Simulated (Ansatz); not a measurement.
C interstitial in beta Si3N4 (the name describes the start): one set of geometries, relaxed with PBE, evaluated in Ansatz (PAW, plane waves to 420 eV, 500 eV under r2SCAN) with PBE, r2SCAN.

Set-up: 84-site cell; 2×2×2 shifted k-points; start: void with 6N6Si nearest; charged states image-corrected; energies good to tenths of an eV; relaxed from one start, so a lower configuration may exist; flagged in the runs: a doubtful potential alignment, a host whose relaxation on this sampling wasn't shown to rest.

| quantity | PBE | r2SCAN |
|---|---|---|
| host gap (eV) | 4.25 | (withheld) |
| ε(+1/0) above the VBM (eV) | 1.29 | (withheld) |
| largest moment on one atom at charge +1 (μB) | 0.37 | (withheld) |
| neutral formation energy against graphite (eV) | 7.28 | (withheld) |
| largest moment on one atom at charge 0 (μB) | 0.00 | (withheld) |

Q: Given the lower rungs, what does r2SCAN give?

A: 
- host gap (eV), r2SCAN: 4.90
- ε(+1/0) above the VBM (eV), r2SCAN: 1.65
- largest moment on one atom at charge +1 (μB), r2SCAN: 0.39
- neutral formation energy against graphite (eV), r2SCAN: 7.48
- largest moment on one atom at charge 0 (μB), r2SCAN: 0.00

Ansatz is a quantum-chemistry and plane-wave program.
